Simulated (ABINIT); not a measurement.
Troubleshooting ABINIT: a failed run on TiPd (Pm-3m, 2 atoms in the cell). The aim is a self-consistent single point with DFT, LDA (PW92), plane waves, PAW (JTH v2.0 LDA PAW).

Cell that was meant: a = 3.1278 Å, b = 3.1278 Å, c = 3.1278 Å, α = 90.00°, β = 90.00°, γ = 90.00°.

Part of the input:

```
natom 2
ntypat 2
znucl 22 46
typat 1
xred
         0.5000000000    0.5000000000    0.5000000000
         0.0000000000    0.0000000000    0.0000000000
```

The program printed (abridged):

```
 Netcdf library supports MPI-IO
-instrng: 28 lines of input have been read from file run.abi

 For atom type 1, psp file is ./Ti.LDA_PW-JTH.xml
 For atom type 2, psp file is ./Pd.LDA_PW-JTH.xml

 inpspheads: deduce mpsang = 3, n1xccc = 1.

=======================================================
 invars1m : enter jdtset= 0

--- !WARNING
src_file: m_parser.F90
src_line: 353
message: |
    Attempted to read ndig: 4 integer digits
    from string(1:ndig)= `XRED` to initialize an integer variable
    iomsg: Bad integer for item 1 in list input
...

--- !ERROR
src_file: m_parser.F90
src_line: 2071
mpi_rank: 0
message: |
    An error occurred reading data for keyword ` TYPAT`,
    looking for 2 elements.
    There is a problem with the input string:
     XRED 0.5000000000 0.5000000000 0.5000000000 0.0000000000 0.0000000000 0.0000000000 ECUT 30 PAWECUTDG 60 OCCOPT 7 TSMEAR 0.1 EV NBAND 21 KPTOPT 1 NGKPT 9 9 9 NSHIFTK 1 SHIFTK 0 0 0 NSTEP 60 TOLVRS 1.0E-12 PRTWF 0 PRTDEN 0
    Maybe a disagreement between the declared dimension of the array,
    and the number of items provided.
    Action: correct your input file and especially the keyword:  TYPAT
...

 abinit_abort: decision taken to exit. Check above messages for more info
Abort(13) on node 0 (rank 0 in comm 0): application called MPI_Abort(MPI_COMM_WORLD, 13) - process 0

--- !ERROR
src_file: m_parser.F90
src_line: 2071
mpi_rank: 0
message: |
    An error occurred reading data for keyword ` TYPAT`,
    looking for 2 elements.
    There is a problem with the input string:
     XRED 0.5000000000 0.5000000000 0.5000000000 0.0000000000 0.0000000000 0.0000000000 ECUT 30 PAWECUTDG 60 OCCOPT 7 TSMEAR 0.1 EV NBAND 21 KPTOPT 1 NGKPT 9 9 9 NSHIFTK 1 SHIFTK 0 0 0 NSTEP 60 TOLVRS 1.0E-12 PRTWF 0 PRTDEN 0
    Maybe a disagreement between the declared dimension of the array,
    and the number of items provided.
    Action: correct your input file and especially the keyword:  TYPAT
...
```

**Question.** From the messages shown, name the fault and mend the input.

**Answer.** The fault is a list of atom types shorter than the atom count. Every atom needs a type. To fix it, complete the list. The program stopped before any SCF iteration.

An input that runs soundly differs in these lines (not the only fix; some lines may just follow from the change or write a value another way):
```diff
-typat 1
+typat 1 2
```

With that input, the run converged in 42 iterations: free energy E − TS -5111.40 eV; Fermi level (on the code's own zero) 10.80 eV; pressure -4.28 GPa (DFT, LDA (PW92), plane waves, PAW (JTH v2.0 LDA PAW)).

On the sound input: the starting cell comes from a database of computed structures (which also holds hypothetical and non-ambient phases and stackings), without a prior relaxation at this level. Its lattice was rescaled by a random factor within 2.5 % of one. Spin polarisation is off. With a pressure of about -4 GPa the cell is away from its equilibrium volume at this level.

These are the values that this program gave, and no reference: the one-centre exchange-correlation terms come from a truncated expansion.
